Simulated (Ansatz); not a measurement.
## A constructed model of the (0001) surface of hcp Co, ferromagnetic, (√3x√3)R30° surface alloy, Pd on one Co site of the top plane (bottom of the slab: a bare face, its two planes held)

Calculation: PBE (plane waves to 420 eV, PAW; Ansatz, a first-principles code).

Model: 18-atom slab, 10.1 Å thick at the start with caps and adatoms (thin: gaps and levels are the slab's own), 10x10x1 mesh, Fermi-Dirac 0.1 eV, dipole correction, 6 atoms held, the rest relaxed; start symmetry kept, larger cells not searched; spin-polarised, ending with about 28.7 μB a cell; orders that need a larger cell were not tried, no spin-orbit, no U. It is one candidate, not shown to be the stable structure of the face.

The work function of the top face is 4.96 eV and the energy released by relaxation comes out as 0.16 eV. The magnetic moment of the cell is 28.69 μB and the cost comes out as roughly 23 core-minutes.
